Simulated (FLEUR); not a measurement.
Worked example: self-consistent single point of SnO2 (P4_2/mnm, 6 atoms in the cell) in FLEUR.

Method: FLEUR with LDA (Perdew-Zunger), all-electron FLAPW (FLEUR), scalar-relativistic valence.

```yaml
crystal:
  lattice:
    - [4.87775, 0.00000, 0.00000]
    - [0.00000, 4.87775, 0.00000]
    - [0.00000, 0.00000, 3.28352]
  atoms:
    - { symbol: Sn, position: [0.50000, 0.50000, 0.50000] }
    - { symbol: Sn, position: [0.00000, 0.00000, 0.00000] }
    - { symbol: O, position: [0.19403, 0.80597, 0.50000] }
    - { symbol: O, position: [0.80597, 0.19403, 0.50000] }
    - { symbol: O, position: [0.69403, 0.69403, 0.00000] }
    - { symbol: O, position: [0.30597, 0.30597, 0.00000] }
```

Reference input (self-consistent single point, DFT, PBE, all-electron FLAPW (FLEUR), scalar-relativistic valence): Kmax = 4.5 1/bohr; GmaxXC = 18 1/bohr; xcFunctional = pbe; jspins = 1; l_soc = F; mode = hist; fermiSmearingEnergy = 0.0001 Htr; mesh (inpgen div1-3) = 7 7 10; inpgen gamma flag = true; Gmax = 18 1/bohr; numbands = 0; maxIterBroyd = 99. This run's input differs from it in these lines:

```diff
@@ -18,2 +18,3 @@
 &comp jspins=1 /
+&exco xctyp='pz' /
 &kpt div1=7 div2=7 div3=10 gamma=t /
@@ -30,3 +31,3 @@
       <coreElectrons ctail="T" frcor="F" kcrel="0" coretail_lmax="0"/>
-      <xcFunctional name="pbe" relativisticCorrections="F"/>
+      <xcFunctional name="pz" relativisticCorrections="F"/>
       <magnetism jspins="1"/>
```

Output (repeated stretches shortened):

```
 Iteration:     1   Distance:      23.06359736 me/bohr^3
 Iteration:     2   Distance:      19.83604927 me/bohr^3
 Iteration:     3   Distance:       8.77016060 me/bohr^3
 Iteration:     4   Distance:       5.00239483 me/bohr^3
 Iteration:     5   Distance:       1.46081756 me/bohr^3
   [... 6 lines left out ...]
 Iteration:    12   Distance:       0.00049163 me/bohr^3
 Iteration:    13   Distance:       0.00001897 me/bohr^3
 Iteration:    14   Distance:       0.00003029 me/bohr^3
 Iteration:    15   Distance:       0.00000447 me/bohr^3
 Reset of history
 Run finished successfully
 Stop message:
   Structural relaxation: new displacements generated

[file out, last iteration]
             iter=     16
[...]
          total density-effective poten   -2.0893457831E+04
          total charge density-energy d   -3.5229134047E+02
 Updated energy parameters for spin:           1
[...]
 fermi energy and band-weighting factors:

[...]
FERMIE:
          first approx. to ef    (T=0)  :   0.213008 htr   (energy of the highest occ. eigenvalue)
          number of occ. states  (T=0)  :       1560
          first approx. to seigv (T=0)  : -11.229590 htr
          sum of weights of occ. states :  26.000000
          sum of semicore charge        :   0.000000 e
FERHIS:  Fermi-Energy by histogram:
          bandgap                     :   0.004250 htr
   [... lines left out ...]
          charge neutrality (T=0)     :   0.000000    (zero if the highest occ. eigenvalue is "entirely" occupied)
 Direct bandgap for spin            1 :    4.2498052264437480E-003  Htr
 ---->    free energy=                    -12646.9017590665 htr
   [... lines left out ...]
      extrapolation for T->0
 ---->    total electron energy=          -12646.9017590665 htr
 ***** TOTAL FORCES ON ATOMS *****
 TOTAL FORCE FOR ATOM TYPE=  1  X=  4.609   Y=  4.609   Z=  3.102
                       FX_TOT= 0.000000 FY_TOT= 0.000000 FZ_TOT= 0.000000
 TOTAL FORCE FOR ATOM TYPE=  2  X=  1.788   Y= -1.788   Z=  3.102
                       FX_TOT=-0.004458 FY_TOT= 0.004458 FZ_TOT= 0.000000
```

The run converged in 15 iterations. FLEUR gives forces in its relaxation mode, with a further iteration, so its stop message speaks of a relaxation. Against the reference run the largest force goes from 0.231 to 0.324 eV/Å and the gap on the mesh goes from 0.268 to 0.116 eV.

The starting cell comes from a database of computed structures (which also holds hypothetical and non-ambient phases and stackings), without a prior relaxation at this level. Its lattice was rescaled by a random factor within 2.5 % of one. Values depend on the basis (sphere radii, cutoffs, local orbitals), which need not be converged.

Cost on one core of a shared machine: roughly 4 min.
